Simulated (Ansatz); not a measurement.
## Mo under a change: strain tensor (xx, yy, zz, yz, xz, xy) = (+1.38, −1.82, +0.54, −0.61, −1.32, −1.11) %

The reference is Mo in the bcc (W type) structure (space group Im-3m, No. 229; a = 3.1510 Å; relaxed with 0.1 eV smearing). Axes: x, y, z lie along the cube axes.

One thing is altered: strain tensor (xx, yy, zz, yz, xz, xy) = (+1.38, −1.82, +0.54, −0.61, −1.32, −1.11) %; the atoms relax in the strained cell.

All numbers come from r2SCAN (Ansatz, an electronic-structure program; PAW; 500 eV plane waves; no spin-orbit coupling). k-mesh 29×29×29 (Γ-centred); smearing 0.1 eV (Fermi–Dirac).

- Volume per atom: 15.65 Å³ (base 15.64 Å³)
- Space group: P-1 (No. 2) (base Im-3m (No. 229))
- Shortest interatomic distance: 2.675 Å (base 2.729 Å)
- Energy relative to the base (free energy F): +16 meV/atom
- Pressure (mean of the normal stresses, compression positive): 0.2 GPa (base 0.0 GPa)
- Band gap: zero (base zero)
- Stress (xx, yy, zz, yz, xz, xy; compression positive): (-4.2, 6.3, -1.6, 1.4, 2.9, 2.4) GPa

Cost of the whole job for the changed cell (relaxation, final SCF and bands): around 9 core-minutes (rough).

Stability against distortions was not tested. All final runs are without spin polarisation.
